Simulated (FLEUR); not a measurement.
FLEUR run on NiS (P6_3/mmc, 4 atoms in the cell): self-consistent single point.

Computed with PBEsol, all-electron FLAPW (FLEUR), scalar-relativistic valence.

The change in words: lattice scaled by 0.98. Reference geometry:
```
CELL_PARAMETERS angstrom
      3.41116     0.00000     0.00000
     -1.70558     2.95415     0.00000
      0.00000     0.00000     5.14014
ATOMIC_POSITIONS crystal
  Ni 0.00000 0.00000 0.50000
  Ni 0.00000 0.00000 0.00000
  S  0.33333 0.66667 0.75000
  S  0.66667 0.33333 0.25000
```

Reference input (self-consistent single point, DFT, PBEsol, all-electron FLAPW (FLEUR), scalar-relativistic valence): Kmax = 3.7 1/bohr; GmaxXC = 13 1/bohr; xcFunctional = PBEs; jspins = 1; l_soc = F; mode = hist; fermiSmearingEnergy = 0.00367493 Htr; mesh (inpgen div1-3) = 15 15 9; inpgen gamma flag = false; Gmax = 13 1/bohr; numbands = 0; maxIterBroyd = 15. This run's input differs from it in these lines:

```diff
@@ -3,5 +3,5 @@
 &input film=f /
-6.4461599671 -0.0000004516 0.0000000000
--3.2230795925 5.5825385142 0.0000000000
-0.0000000000 0.0000000000 9.7134511731
+6.3172370193 -0.0000008863 0.0000000000
+-3.1586177421 5.4708881836 0.0000000000
+0.0000000000 0.0000000000 9.5191816583
 1.0
@@ -46,5 +46,5 @@
          <bravaisMatrix>
-            <row-1>    6.4461599670999998    -0.0000004516000000     0.0000000000000000</row-1>
-            <row-2>   -3.2230795925000000     5.5825385142000004     0.0000000000000000</row-2>
-            <row-3>    0.0000000000000000     0.0000000000000000     9.7134511730999993</row-3>
+            <row-1>    6.3172370193000003    -0.0000008863000000     0.0000000000000000</row-1>
+            <row-2>   -3.1586177421000001     5.4708881835999996     0.0000000000000000</row-2>
+            <row-3>    0.0000000000000000     0.0000000000000000     9.5191816583000008</row-3>
          </bravaisMatrix>
```

Output, abridged:

```
 Iteration:     1   Distance:      21.08490989 me/bohr^3
 Iteration:     2   Distance:      16.07128441 me/bohr^3
 Iteration:     3   Distance:      12.20890753 me/bohr^3
 Iteration:     4   Distance:       5.03996921 me/bohr^3
 Iteration:     5   Distance:       2.47505054 me/bohr^3
   [... 6 lines left out ...]
 Iteration:    12   Distance:       0.00174826 me/bohr^3
 Iteration:    13   Distance:       0.00090511 me/bohr^3
 Iteration:    14   Distance:       0.00009112 me/bohr^3
 Iteration:    15   Distance:       0.00000913 me/bohr^3
 Run finished successfully
 Stop message:
   Structural relaxation: Done

[file out, last iteration]
             iter=     16
[...]
          total density-effective poten   -6.0687340683E+03
          total charge density-energy d   -1.7476190518E+02
 Updated energy parameters for spin:           1
[...]
 fermi energy and band-weighting factors:
    0.900116    0.900124

[...]
FERMIE:
          first approx. to ef    (T=0)  :   0.391976 htr   (energy of the highest occ. eigenvalue)
          number of occ. states  (T=0)  :       2968
          first approx. to seigv (T=0)  : -16.698613 htr
          sum of weights of occ. states :  22.002963
          sum of semicore charge        :   0.000000 e
FERHIS:  Fermi-Energy by histogram:
          bandgap                     :   0.000275 htr
   [... lines left out ...]
          charge neutrality (T=0)     :   0.005926    (zero if the highest occ. eigenvalue is "entirely" occupied)
     EF_NEWTON:  Adjust Fermi-Energy by Newton-Method.
 Direct bandgap for spin            1 :    4.2605654340992505E-003  Htr
 ---->    free energy=                     -3836.2889681169 htr
   [... lines left out ...]
      extrapolation for T->0
 ---->    total electron energy=           -3836.2874702871 htr
 ***** TOTAL FORCES ON ATOMS *****
 TOTAL FORCE FOR ATOM TYPE=  1  X=  0.000   Y=  0.000   Z=  4.760
                       FX_TOT= 0.000000 FY_TOT= 0.000000 FZ_TOT= 0.000000
 TOTAL FORCE FOR ATOM TYPE=  2  X=  3.159   Y= -1.824   Z= -2.380
                       FX_TOT= 0.000000 FY_TOT= 0.000000 FZ_TOT= 0.000000
 Structural relaxation: Done
```

The run converged in 15 iterations. FLEUR gives forces in its relaxation mode, with a further iteration, so its stop message speaks of a relaxation. Against the reference run the free energy rises by 16.2 meV/atom.

The starting cell comes from a database of computed structures (which also holds hypothetical and non-ambient phases and stackings), without a prior relaxation at this level. Its lattice was rescaled by a random factor within 2.5 % of one. For this run, on top of that: lattice scaled by 0.98. Spin polarisation is off, so a magnetic state, if there is one, cannot be reached. Values depend on the basis (sphere radii, cutoffs, local orbitals), which need not be converged. The log's line on a gap gives a spacing of levels on this mesh, which the program prints for metals too.

Cost on one core of a shared machine: roughly 2 min.
